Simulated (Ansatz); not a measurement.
Consider the following.

End structure of a constructed model of the (111) surface of fcc Pt, a pseudomorphic layer of Pd in the host's stacking (bottom of the slab: a bare face, its two planes held):

```
CELL_PARAMETERS angstrom
      2.80721     0.00000     0.00000
     -1.40361     2.43112     0.00000
      0.00000     0.00000    30.00000
ATOMIC_POSITIONS crystal
  Pt 0.33333 0.66667 0.26952
  Pt 0.66667 0.33333 0.34592
  Pt 0.00000 0.00000 0.42205
  Pt 0.33333 0.66667 0.49832
  Pt 0.66667 0.33333 0.57466
  Pt 0.00000 0.00000 0.65113
  Pd 0.33333 0.66667 0.72708
```

Slab: 7 atoms, 13.8 Å thick at the start; k 15x15x1, smearing 0.1 eV, dipole-corrected; single point; on the structure that PBE left under its start's symmetry; no spin, no spin-orbit, no U. In PBE it is, or lies within 0.01 eV a 1x1 cell of, the lowest of the 2 structures of its composition computed so far; larger cells were not tried.

### Question
Give the work function of the top face at the level Ansatz (a quantum-chemistry and plane-wave program) with r2SCAN, at the PBE geometry.

### Answer
5.13 eV
